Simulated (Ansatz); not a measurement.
The parent structure is Hf in the hcp (Mg type) structure (space group P6_3/mmc, No. 194; a = 3.198 Å, c = 5.049 Å; relaxed with 0.1 eV smearing). Axes: x lies along a and z along c of the hexagonal cell.

Computed with DFT with r2SCAN, PAW potentials and a 500 eV plane-wave cutoff in Ansatz (a quantum-chemistry and plane-wave program), no spin-orbit coupling.

One thing is altered: biaxial strain +0.64 %, plane normal [001], relaxed out of plane (Cartesian); in-plane vectors clamped, the third vector and the atoms free.

**Question.** Estimate the effect on the in-plane stress.

**Answer.** The mean in-plane stress (compression positive) amounts to -1.4 GPa.

**Question.** What does the calculation give for the out-of-plane strain after the change?

**Answer.** The out-of-plane strain is -0.40 %.

No phonon test of stability was made. All final runs are without spin polarisation.
